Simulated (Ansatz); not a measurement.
Input:

```yaml
crystal:
  lattice:
    - [2.54960, 0.00000, 0.00000]
    - [0.00000, 3.60568, 0.00000]
    - [0.00000, 0.00000, 22.64879]
  atoms:
    - { symbol: N, position: [0.75000, 0.48041, 0.33122] }
    - { symbol: B, position: [0.25000, 0.29613, 0.34074] }
    - { symbol: N, position: [0.25000, 0.98994, 0.38614] }
    - { symbol: B, position: [0.75000, 0.74698, 0.38506] }
    - { symbol: N, position: [0.75000, 0.49586, 0.44374] }
    - { symbol: B, position: [0.25000, 0.24672, 0.44421] }
    - { symbol: N, position: [0.25000, 0.99404, 0.50000] }
    - { symbol: B, position: [0.75000, 0.74389, 0.50000] }
    - { symbol: N, position: [0.75000, 0.49586, 0.55626] }
    - { symbol: B, position: [0.25000, 0.24672, 0.55579] }
    - { symbol: N, position: [0.25000, 0.98994, 0.61386] }
    - { symbol: B, position: [0.75000, 0.74698, 0.61494] }
    - { symbol: N, position: [0.75000, 0.48041, 0.66878] }
    - { symbol: B, position: [0.25000, 0.29613, 0.65926] }
```

No spin polarisation.

Calculations: PBEsol/PAW in Ansatz (a program for electronic structure), no spin-orbit coupling. Settings: 13×9×1 k-points, 0.05 eV Fermi–Dirac smearing. The cell is a slab with vacuum along z.

Question: Estimate the gap character.

Answer: Indirect, Γ → X.

Question: Predict the band gap.

Answer: 2.22 eV.

Question: What smallest direct gap does the calculation give?

Answer: 2.64 eV.

Stability against distortions was not tested. The cell was made from BN in the zinc blende structure (space group F-43m, No. 216) by this change: a free-standing slab of 7 layers (14 atoms, 2 a layer) is cut normal to [110], with 15 Å of vacuum and the in-plane cell held at bulk.
